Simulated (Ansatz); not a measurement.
**Sc: uniaxial strain ε_xx = +0.50 %**

Start from Sc in the hcp (Mg type) structure (space group P6_3/mmc, No. 194; a = 3.275 Å, c = 5.105 Å; relaxed with 0.1 eV smearing). Axes: x lies along a and z along c of the hexagonal cell.

Now apply this change: the cell is stretched by 0.50 % along x with no lateral relaxation; the atoms relax in the strained cell.

The values are results of Kohn–Sham DFT with the PBEsol functional, run in Ansatz (a program for electronic structure) with PAW and 420 eV plane waves, scalar-relativistic without spin-orbit coupling, not measurements. Settings: 20×20×12 k-points, 0.1 eV Fermi–Dirac smearing.

| quantity | base | changed | shift |
|---|---|---|---|
| volume per atom | 23.71 Å³ | 23.83 Å³ | +0.12 Å³ |
| energy relative to the base (free energy F) | 0 meV/atom | +0.2 meV/atom | +0.2 meV/atom |
| pressure (mean of the normal stresses, compression positive) | 0.0 GPa | -0.3 GPa | -0.3 GPa |
| band gap | zero | zero | – |
| stress (xx, yy, zz, yz, xz, xy; compression positive) | – | (-0.5, -0.2, -0.1, 0.0, 0.0, 0.0) GPa | – |

Final structure:

```xyz
2
Lattice="3.2917 0.0000 0.0000 -1.6459 2.8365 0.0000 0.0000 0.0000 5.1051" Properties=species:S:1:pos:R:3 pbc="T T T"
Sc     1.6459     0.9497     1.2763
Sc     0.0000     1.8868     3.8288
```

Cost of the whole job for the changed cell (relaxation, final SCF and bands): very roughly 70 core-seconds.

Whether these cells are dynamically stable was not tested. All final runs are without spin polarisation.
